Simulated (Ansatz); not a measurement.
Seebeck coefficient (μV/K, mean over directions) of n-type GaS (P6_3/mmc) against carrier density, PBEsol+D3BJ, rigid bands run with Ansatz (an electronic-structure program). Computed gap 1.29 eV; densities at which minority carriers matter at this gap, or further valleys turn the trend, are left out. Conductivity mass 0.50 mₑ (harmonic mean over directions), N_c = 5.8e19 cm⁻³ at 300 K.

```tsv
electron density	300 K	500 K
1e16 cm⁻³	-955	-1019
1e17 cm⁻³	-757	-821
1e18 cm⁻³	-558	-623
3e18 cm⁻³	-464	-528
1e19 cm⁻³	[?]	[?]
3e19 cm⁻³	-268	-331
1e20 cm⁻³	-173	[?]
3e20 cm⁻³	-100	-149
1e21 cm⁻³	-49	-81
```

Some entries are withheld; supply them.


- 1e19 cm⁻³, 300 K: -361
- 1e19 cm⁻³, 500 K: -425
- 1e20 cm⁻³, 500 K: -232

Rigid bands with a gap fixed in temperature, one relaxation time for all states, no polarons or phonon drag, and whether or not such doping can be reached. Spin-orbit coupling is left out. Geometry: cell and atoms relaxed with PBEsol+D3(BJ).

Formula and space group known from diffraction (Crystallography Open Database), not checked to be the room-temperature form: GaS (P6_3/mmc). PBEsol with a dispersion correction tends to overbind, so the cell can be several per cent short, in bad cases over ten, which usually narrows a gap: GaS (P6_3/mmc).
